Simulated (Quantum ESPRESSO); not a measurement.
## Habitual settings against a tight run: Cd2TeS (P3m1, 4 atoms in the cell)

Self-consistent single point.

```xyz
4
Lattice="4.5102 0.0000 0.0000 -2.2551 3.9059 0.0000 0.0000 0.0000 7.3809" Properties=species:S:1:pos:R:3 pbc="T T T"
Cd     2.2551     1.3020     3.4951
Cd     0.0000     0.0000     0.1791
Te     0.0000     0.0000     4.6502
S      2.2551     1.3020     0.8869
```

Method of the run: LDA (PZ), GBRV 1.5 ultrasoft (LDA) pseudopotentials (plane waves; Quantum ESPRESSO 7.5).

Base settings: ecutwfc = 40 Ry; ecutrho = 200 Ry; occupations = smearing; smearing = marzari-vanderbilt; degauss = 0.0073499 Ry; potentials = {Cd: cd_lda_v1.uspp.F.UPF, Te: te_lda_v1.uspp.F.UPF, S: s_lda_v1.4.uspp.F.UPF}; K_POINTS = automatic 9 9 5 0 0 0; conv_thr = 1e-09 Ry.

Tight run (finer mesh or higher cutoff; not a proven limit): ecutwfc: 40 Ry → 56 Ry; ecutrho: 200 Ry → 280 Ry; conv_thr: 1e-09 Ry → 7.3e-11 Ry; K_POINTS: automatic 9 9 5 0 0 0 → automatic 13 13 7 0 0 0. It gave Fermi level (on the code's own zero) 4.47 eV; pressure -5.96 GPa; largest force (vector length) 0.179 eV/Å.

Quick runs, as changes from the base:
- A: the base itself
- B: ecutwfc: 40 Ry → 36 Ry; ecutrho: 200 Ry → 288 Ry; smearing: marzari-vanderbilt → methfessel-paxton; degauss: 0.0073499 Ry → 0.036749 Ry; pseudopotentials: {Cd: cd_lda_v1.uspp.F.UPF, Te: te_lda_v1.uspp.F.UPF, S: s_lda_v1.4.uspp.F.UPF} → {Cd: Cd.pbe-dn-rrkjus_psl.0.3.1.UPF, Te: Te_pbe_v1.uspp.F.UPF, S: s_pbe_v1.4.uspp.F.UPF}; K_POINTS: automatic 9 9 5 0 0 0 → automatic 2 2 2 0 0 0; input_dft: default → pbesol [PBEsol]
- C: ecutwfc: 40 Ry → 28 Ry; ecutrho: 200 Ry → 140 Ry; K_POINTS: automatic 9 9 5 0 0 0 → automatic 4 4 4 0 0 0
- D: ecutwfc: 40 Ry → 20 Ry; ecutrho: 200 Ry → 100 Ry; degauss: 0.0073499 Ry → 0.0147 Ry; conv_thr: 1e-09 Ry → 7.3e-05 Ry; K_POINTS: automatic 9 9 5 0 0 0 → automatic 8 8 8 0 0 0
- E: K_POINTS: automatic 9 9 5 0 0 0 → automatic 4 4 4 1 1 1
- F: ecutwfc: 40 Ry → 28 Ry; ecutrho: 200 Ry → 140 Ry; K_POINTS: automatic 9 9 5 0 0 0 → automatic 8 8 8 0 0 0

Energies are extrapolated to zero smearing width, which holds to low order in the width alone (under cold and Methfessel-Paxton smearing the free energy itself is taken).

Dashes: energy of B, another energy zero; time of C, D, under 30 s; pressure of D, not trusted under this conv_thr with d or f elements.

† marks runs with another functional, U, potentials or spin treatment: their distance from the tight run is not a convergence error alone.

The count of work is k-points × plane waves × bands × iterations; it is no time. Core times come from one kind of shared machine and are given to one figure; runs under 30 s give none.

The starting cell comes from a database of computed structures (which also holds hypothetical and non-ambient phases and stackings), without a prior relaxation at this level. Its lattice was rescaled by a random factor within 2.5 % of one. In the base run, with a pressure of about -6 GPa the cell is away from its equilibrium volume at this level. The run gives no clean gap (levels at the Fermi energy touch, overlap or are partly filled at this smearing), which alone does not show that the compound is a metal.

```
run  energy less tight (meV/atom)  pressure less tight (GPa)  largest miss in a force vector (eV/Å)  count of work / tight  core time / tight (rough)
---  ----------------------------  -------------------------  -------------------------------------  ---------------------  -------------------------
A                            18.0                       0.36                                  0.006                   0.24                        0.2
B†                              –                       3.61                                  0.548                  0.018                       0.07
C                            60.1                       0.54                                  0.061                  0.036                          –
D                          1093.2                          –                                  0.091                  0.051                          –
E                            14.1                       0.32                                  0.006                  0.096                       0.09
F                            48.7                       0.40                                  0.004                   0.18                        0.1
```

Among the runs at the tight run's level, the energy misses run from 14.1 to 1093.2 meV/atom.
